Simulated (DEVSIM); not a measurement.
Device: abrupt Si p-n junction, at 300 K.

| layer (left to right) | material | thickness (μm) | Nd (cm⁻³) | Na (cm⁻³) | τn (s) | τp (s) |
|---|---|---|---|---|---|---|
| 1 | Si | 23.0 | - | 1.2e18 | 3.4e-7 | 3.4e-7 |
| 2 | Si | 240 | 2.8e14 | - | 3.4e-7 | 3.4e-7 |

Left contact: ohmic. Right contact: ohmic. Voltage is applied to the left contact. Recombination: SRH at mid-gap, radiative, Auger. Mobility is constant in doping.

The device is made up for the run: typed textbook-type constants, with dimensions and the other settings drawn at random. Values at 300 K.

```csv
parameter,Si
gap (eV),1.124
affinity (eV),4.05
permittivity,11.7
Nc (cm⁻³),2.86e19
Nv (cm⁻³),3.1e19
μn (cm²/Vs),1417
μp (cm²/Vs),470
B (cm³/s),4.7e-15
Cn (cm⁶/s),2.8e-31
Cp (cm⁶/s),9.9e-32
```

Simulated with DEVSIM: 1D drift-diffusion, Boltzmann statistics, complete ionisation; no tunnelling, impact ionisation, image-force lowering or self-heating.

### Question
Give the dark forward current.

### Answer

(V (V), J (A/cm²)): (0.05, 9.2e-8); (0.10, 3.4e-7); (0.15, 1.1e-6); (0.20, 3.9e-6); (0.30, 7.0e-5); (0.35, 0.00038); (0.40, 0.0023); (0.45, 0.012); (0.50, 0.047); (0.55, 0.12); (0.60, 0.21); (0.70, 0.45); (0.75, 0.60); (0.80, 0.76); (0.85, 0.94); (0.90, 1.1); (0.95, 1.3); (1.05, 1.8); (1.10, 2.1); (1.15, 2.4); (1.20, 2.7); (1.25, 3.1); (1.30, 3.5); (1.35, 3.9); (1.45, 4.9); (1.50, 5.4); (1.55, 6.0); (1.60, 6.7)
